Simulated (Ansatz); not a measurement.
The parent structure is BN (space group R3m, No. 160; a cell from a computed database, its experimental status unchecked; layered, stacked along the Cartesian z axis).

```xyz
2
Lattice="1.2501 0.7218 3.2523 -1.2501 0.7218 3.2523 0.0000 -1.4435 3.2523" Properties=species:S:1:pos:R:3 pbc="T T T"
B      0.0000     0.0000     9.7540
N      0.0000     0.0000     3.2465
```

Cartesian axes are those of the cell as printed.

Method: r2SCAN+rVV10 (Ansatz, a program for electronic structure, PAW, spin-orbit coupling left out).

Strains are applied to the cell and any free atomic positions relax.

One change was made to it. Results:

```json
[
 {"quantity": "pressure (mean of the normal stresses, compression positive)", "base": "0.0 kbar", "after": "-0.4 kbar"},
 {"quantity": "energy relative to the base (free energy F)", "base": "0 meV/atom", "after": "+0.2 meV/atom"}
]
```

Q: Name the change that was made.
A) strain tensor (xx, yy, zz, yz, xz, xy) = (−0.54, +0.82, +0.16, −0.88, −1.34, −0.50) %
B) tensor shear ε_yz = −1.79 %
C) strain tensor (xx, yy, zz, yz, xz, xy) = (+0.46, +0.73, −0.28, +0.38, −0.45, −0.50) %
D) isotropic strain +2.57 %

A: B, tensor shear ε_yz = −1.79 %. For comparison, the energy relative to the base in the other runs: isotropic strain +2.57 % gives +39 meV/atom; strain tensor (xx, yy, zz, yz, xz, xy) = (−0.54, +0.82, +0.16, −0.88, −1.34, −0.50) % gives +3.2 meV/atom; strain tensor (xx, yy, zz, yz, xz, xy) = (+0.46, +0.73, −0.28, +0.38, −0.45, −0.50) % gives +3.3 meV/atom.

Stability against distortions was not tested.
